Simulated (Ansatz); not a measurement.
```yaml
crystal:
  lattice:
    - [2.48424, 0.00000, 0.00000]
    - [-1.24212, 2.15142, 0.00000]
    - [0.00000, 0.00000, 5.76194]
  atoms:
    - { symbol: B, position: [0.33333, 0.66667, 0.25000] }
    - { symbol: B, position: [0.66667, 0.33333, 0.75000] }
    - { symbol: N, position: [0.33333, 0.66667, 0.75000] }
    - { symbol: N, position: [0.66667, 0.33333, 0.25000] }
```

No spin polarisation.

Calculations: r2SCAN+rVV10/PAW in Ansatz (a quantum-chemistry and plane-wave program), no spin-orbit coupling. Γ-centred 15×15×5 mesh, Fermi–Dirac width 0.05 eV.

### Question
Predict the band gap.

### Answer
4.61 eV.

### Question
What gap character does the calculation give?

### Answer
Indirect, K–Γ (17 % along) → L–M (50 % along).

Load acts through the strain it causes; cell and atoms are relaxed under it. Whether these cells are dynamically stable was not tested. Competing high-pressure phases were not computed. The cell was made from BN in the h-BN type structure (space group P6_3/mmc, No. 194; layered, stacked along the Cartesian z axis) by this change: pressure 9 GPa.
